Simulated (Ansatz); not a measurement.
Total g(r) from a molecular-dynamics run [in the run: mean pressure 2.2 GPa against a target of 0; 2×2×2 k-points, which a denser mesh shifts by 0.1 GPa in pressure and 0.04 eV/Å in forces]. All values below come from PBE (plane waves, PAW; Ansatz, a program for electronic structure).

(r (Å), g(r)): (1.02, 0.00); (1.14, 0.00); (1.26, 0.00); (1.38, 0.00); (1.50, 0.00); (1.62, 0.00); (1.74, 0.00); (1.86, 0.00); (1.98, 0.00); (2.10, 0.00); (2.22, 0.00); (2.34, 0.00); (2.46, 0.25); (2.58, 1.74); (2.70, 3.81); (2.82, 4.25); (2.94, 3.17); (3.06, 1.85); (3.18, 0.74); (3.30, 0.23); (3.42, 0.09); (3.54, 0.09); (3.66, 0.26); (3.78, 0.48); (3.90, 0.80)

**Question.** Which system gave this curve?
A. CoSi (B20 type), crystal, 847 K
B. Al2O3 (corundum), crystal, 1163 K
C. Ta (bcc), crystal, 1923 K
D. Pt (fcc), crystal, 1330 K

**Answer.** D, Pt (fcc), crystal, 1330 K
